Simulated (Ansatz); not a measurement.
The starting structures come from a database of crystals and need not be the phases stable at ambient conditions.

 Where the default PAW files enter, the runs use the earlier of Ansatz's two default sets.

# Evanescent states of CsNbN2 (Fd-3m, not sure to be the ambient phase, 8 atoms a cell, 22.5 Å³ an atom, -3 GPa at this level) along the normal of (001)

Level of theory: PBEsol (plane waves, PAW; Ansatz, a first-principles code).

The gap is the functional's own. No spin-orbit coupling. Mid-gap values are interpolated on the energy grid.

Energies count from the valence-band top; κ is the least over a 6×6 mesh across the current.

```tsv
E (eV)	κ (1/Å)	where
0.04	0.059	Γ
0.14	0.091	Γ
0.23	0.111	Γ
0.32	0.126	Γ
0.41	0.136	Γ
0.49	0.144	Γ
0.58	0.149	Γ
0.68	0.152	Γ
0.77	0.153	Γ
0.85	0.153	Γ
0.94	0.150	Γ
1.03	0.145	Γ
1.12	0.138	Γ
1.22	0.129	Γ
1.30	0.116	Γ
1.40	0.099	Γ
1.49	0.076	Γ
1.57	0.031	Γ
```

Question: How thick must the barrier be to attenuate the transmission by 10^8 when the electrodes' Fermi level lies at 0.49 eV, and what attenuation does that film give at 1.30 eV?

Answer: d = 8 ln 10 / (2 × 0.144) = 64.0 Å. At 1.30 eV it gives 8 × 0.116/0.144 = 6.4 decades.
